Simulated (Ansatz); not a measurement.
## TiN under a change: biaxial strain −0.76 %, plane normal [111], relaxed out of plane

The parent structure is TiN in the rock salt structure (space group Fm-3m, No. 225; a = 4.205 Å; relaxed with 0.1 eV smearing). Axes: x, y, z lie along the cube axes.

The change: compressive biaxial strain of 0.76 % in the plane normal to [111], as in epitaxy on a mismatched substrate; the out-of-plane cell vector and the atoms relax.

All numbers come from PBEsol, PAW, 420 eV (Ansatz, an electronic-structure program; no spin-orbit coupling). k-mesh 24×24×24 (Γ-centred); smearing 0.1 eV (Fermi–Dirac).

The volume per atom drops by 0.09 Å³, from 9.29 Å³ to 9.20 Å³ and the space group becomes R-3m (No. 166) (base: Fm-3m (No. 225)). The shortest interatomic distance falls by 0.7 pm, from 210.2 pm to 209.5 pm and the energy increases by 2.0 meV/atom. The pressure (mean of the normal stresses, compression positive) goes from zero to 3.0 GPa and the band gap is still zero. The out-of-plane strain amounts to +0.54 % and the mean in-plane stress (compression positive) amounts to +4.5 GPa.

Final structure (turned so that z lies along the plane normal):

```
TiN
1.0
    2.95047     0.00000     0.00000
    1.47523     2.55518     0.00000
    1.47523    -0.85173     2.44052
Ti N
1 1
Cartesian
  0.00000   0.00000   0.00000
  1.47523   0.85173   1.22026
```

Whether these cells are dynamically stable was not tested. The base started in Pnma and relaxed to Fm-3m at this level. All final runs are without spin polarisation. An odd electron count without spin: TiN.
